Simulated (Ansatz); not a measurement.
## Short convergence ladders for ScAl (P4mm, 2 atoms in the cell)

```xyz
2
Lattice="3.3805 0.0000 0.0000 0.0000 3.3805 0.0000 0.0000 0.0000 3.3805" Properties=species:S:1:pos:R:3 pbc="T T T"
Sc     1.6902     1.6902     1.7402
Al     0.0000     0.0000     0.0000
```

Base method: PBEsol, default PAW files made with PBE (plane waves; Ansatz, an electronic-structure program).

Base settings: basis.ecutwfc = 420 eV; kpoints.mp_grid.grid = 10 10 10; hamiltonian.xc = pbesol; hamiltonian.pseudopotentials = {kind: paw} (the program's default PAW files); scf.occupations.method = fermi_dirac; scf.occupations.width = 0.1 eV.

The count of work is k-points × plane waves × bands × iterations; it is no time. 

**The k-point mesh at a smearing width of 0.02 eV**

In this ladder: scf.occupations.width = 0.02 eV.

Only quantities that move along the ladder and can be compared are tabulated.

| kpoints.mp_grid.grid | free energy less the last step's (meV/atom) | pressure (GPa) | largest difference of a force vector from the last step's (eV/Å) | count of work / last |
|---|---|---|---|---|
| 4 4 4 | -13.93 | -1.99 | 0.008 | 0.019 |
| 5 5 5 | 13.74 | -2.44 | 0.002 | 0.019 |
| 6 6 6 | 2.57 | -2.39 | 0.003 | 0.043 |
| 7 7 7 | 4.85 | -2.42 | 0.003 | 0.043 |
| 9 9 9 | -0.98 | -2.45 | 0.002 | 0.080 |
| 11 11 11 | 1.06 | -2.26 | 0.000 | 0.13 |
| 13 13 13 | 0.03 | -2.34 | 0.001 | 0.21 |
| 19 19 19 | 0.15 | -2.39 | 0.000 | 0.59 |
| 23 23 23 | 0.00 | -2.38 | 0.000 | 1.0 |

Coarsest kpoints.mp_grid.grid that holds the free energy within 2 meV/atom of the last step, with all finer ones: 9 9 9, at 0.080 of the last step's count of work; the step before is off by 4.9 meV/atom.

Coarsest kpoints.mp_grid.grid that holds the forces within 0.005 eV/Å of the last step, with all finer ones: 5 5 5, at 0.019 of the last step's count of work; the step before is off by 0.008 eV/Å.

Coarsest kpoints.mp_grid.grid that holds the pressure within 0.2 GPa of the last step, with all finer ones: 5 5 5, at 0.019 of the last step's count of work; the step before is off by 0.40 GPa.

**The width of Fermi-Dirac smearing**

In this ladder: kpoints.mp_grid.grid = 16 16 16.

Narrow widths need finer meshes than wide ones, so the last steps can hold mesh noise.

Only quantities that move along the ladder and can be compared are tabulated; pressure and forces are left out, as mesh noise rules them at narrow widths.

```csv
scf.occupations.width,free energy less the last step's (meV/atom),energy extrapolated to zero width less the last step's (meV/atom)
1 eV,-1178.77,-15.59
0.5 eV,-274.81,28.75
0.3 eV,-85.20,13.23
0.2 eV,-32.35,5.08
0.1 eV,-5.54,0.46
0.05 eV,0.00,0.00
```

Widest scf.occupations.width that holds the energy extrapolated to zero width within 1 meV/atom of the last step, with all finer ones: 0.1 eV; the step before is off by 5.1 meV/atom.

Widest scf.occupations.width that holds the free energy within 5 meV/atom: not settled: the last two steps still differ by 5.5 meV/atom, over half the tolerance, so the ladder does not show it.

The extrapolation to zero width removes most of the smearing's effect on the energy.

**The width of cold smearing**

In this ladder: kpoints.mp_grid.grid = 16 16 16; scf.occupations.method = cold.

Narrow widths need finer meshes than wide ones, so the last steps can hold mesh noise.

Only quantities that move along the ladder and can be compared are tabulated; pressure and forces are left out, as mesh noise rules them at narrow widths.

```tsv
scf.occupations.width	free energy less the last step's (meV/atom)
1 eV	2.39
0.5 eV	1.62
0.3 eV	0.16
0.2 eV	-0.08
0.1 eV	0.00
0.05 eV	0.00
```

Widest scf.occupations.width that holds the free energy within 2 meV/atom of the last step, with all finer ones: 0.5 eV; the step before is off by 2.4 meV/atom.

On the base run: the starting cell comes from a database of computed structures (which also holds hypothetical and non-ambient phases and stackings), without a prior relaxation at this level. Its lattice was rescaled by up to half a per cent. One atom was moved a little off its site on purpose. Ansatz's pressure includes its estimate of the finite-basis (Pulay) stress.

Left out of this page: 4 runs of the series outside the window shown, repeating another row's setting, or not comparable.

Keys are those of Ansatz 0.2.
